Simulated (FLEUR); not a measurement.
A self-consistent single point of SrMg3 (Pm-3m, 4 atoms in the cell) with FLEUR.

Method: LDA (Vosko-Wilk-Nusair), all-electron FLAPW (FLEUR), scalar-relativistic valence run with FLEUR.

```
SrMg3
1.0
    4.94302     0.00000     0.00000
    0.00000     4.94302     0.00000
    0.00000     0.00000     4.94302
Sr Mg
1 3
Direct
  0.00000   0.00000   0.00000
  0.50000   0.50000   0.00000
  0.00000   0.50000   0.50000
  0.50000   0.00000   0.50000
```

Reference input (self-consistent single point, DFT, LDA (Vosko-Wilk-Nusair), all-electron FLAPW (FLEUR), scalar-relativistic valence): Kmax = 3.8 1/bohr; GmaxXC = 15.2 1/bohr; xcFunctional = vwn; jspins = 1; l_soc = F; mode = hist; fermiSmearingEnergy = 0.00183747 Htr; mesh (inpgen div1-3) = 5 5 5; inpgen gamma flag = false; Gmax = 15.2 1/bohr; numbands = 0; maxIterBroyd = 15. This run's input differs from it in these lines:

```diff
@@ -26,3 +26,3 @@
    <calculationSetup>
-      <cutoffs Kmax="3.8" Gmax="15.2" GmaxXC="15.2" numbands="0"/>
+      <cutoffs Kmax="2.94" Gmax="11.8" GmaxXC="11.8" numbands="0"/>
       <scfLoop itmax="80" minDistance="0.00001" maxIterBroyd="15" imix="Anderson" alpha="0.05" precondParam="0.0" spinf="2.0"/>
```

Output (repeated stretches shortened):

```
 Iteration:     1   Distance:       2.15849180 me/bohr^3
 Iteration:     2   Distance:       2.03418729 me/bohr^3
 Iteration:     3   Distance:       0.82568870 me/bohr^3
 Iteration:     4   Distance:       0.36348842 me/bohr^3
 Iteration:     5   Distance:       0.15098914 me/bohr^3
   [... 5 lines left out ...]
 Iteration:    11   Distance:       0.00026416 me/bohr^3
 Iteration:    12   Distance:       0.00005483 me/bohr^3
 Iteration:    13   Distance:       0.00002183 me/bohr^3
 Iteration:    14   Distance:       0.00000190 me/bohr^3
 Run finished successfully
 Stop message:
   Structural relaxation: Done

[file out, last iteration]
             iter=     15
[...]
          total density-effective poten   -6.0600582856E+03
          total charge density-energy d   -1.4827002645E+02
 Updated energy parameters for spin:           1
[...]
 fermi energy and band-weighting factors:

[...]
FERMIE:
          first approx. to ef    (T=0)  :   0.121622 htr   (energy of the highest occ. eigenvalue)
          number of occ. states  (T=0)  :        199
          first approx. to seigv (T=0)  : -47.245312 htr
          sum of weights of occ. states :  20.136000
          sum of semicore charge        :   0.000000 e
FERHIS:  Fermi-Energy by histogram:
          bandgap                     :   0.000827 htr
   [... lines left out ...]
          charge neutrality (T=0)     :   0.272000    (zero if the highest occ. eigenvalue is "entirely" occupied)
     EF_NEWTON:  Adjust Fermi-Energy by Newton-Method.
 Direct bandgap for spin            1 :    1.7980120177524539E-002  Htr
 ---->    free energy=                     -3774.7713270698 htr
   [... lines left out ...]
      extrapolation for T->0
 ---->    total electron energy=           -3774.7706867958 htr
 ***** TOTAL FORCES ON ATOMS *****
 TOTAL FORCE FOR ATOM TYPE=  1  X=  0.000   Y=  0.000   Z=  0.000
                       FX_TOT= 0.000000 FY_TOT= 0.000000 FZ_TOT= 0.000000
 TOTAL FORCE FOR ATOM TYPE=  2  X=  4.670   Y=  4.670   Z=  0.000
                       FX_TOT= 0.000000 FY_TOT= 0.000000 FZ_TOT= 0.000000
 Structural relaxation: Done
```

The run converged in 14 iterations. FLEUR gives forces in its relaxation mode, with a further iteration, so its stop message speaks of a relaxation. Against the reference run the free energy goes up by 9.6 meV/atom.

The starting cell comes from a database of computed structures (which also holds hypothetical and non-ambient phases and stackings), without a prior relaxation at this level. Its lattice was rescaled by a random factor within 2.5 % of one. Values depend on the basis (sphere radii, cutoffs, local orbitals), which need not be converged. The log's line on a gap gives a spacing of levels on this mesh, which the program prints for metals too.
